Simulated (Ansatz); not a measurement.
# A computed series for Al: response to strain

The reference is Al in the fcc (Cu type) structure (space group Fm-3m, No. 225; a = 3.984 Å; relaxed with 0.1 eV smearing).

Strains are applied to the cell and any free atomic positions relax.

Level of theory: LDA (Ansatz, a quantum-chemistry and plane-wave program, PAW, no SOC).

Candidates:
(a) isotropic strain −0.50 %
(b) isotropic strain +1.50 %
(c) isotropic strain −1.00 %

Notes on the quantities. energy relative to the base: free energy F.

Question: Order them by energy relative to the base, lowest first.

Answer: (a) isotropic strain −0.50 % (+1.0 meV/atom), (c) isotropic strain −1.00 % (+3.9 meV/atom), (b) isotropic strain +1.50 % (+7.9 meV/atom)

Stability against distortions was not tested.
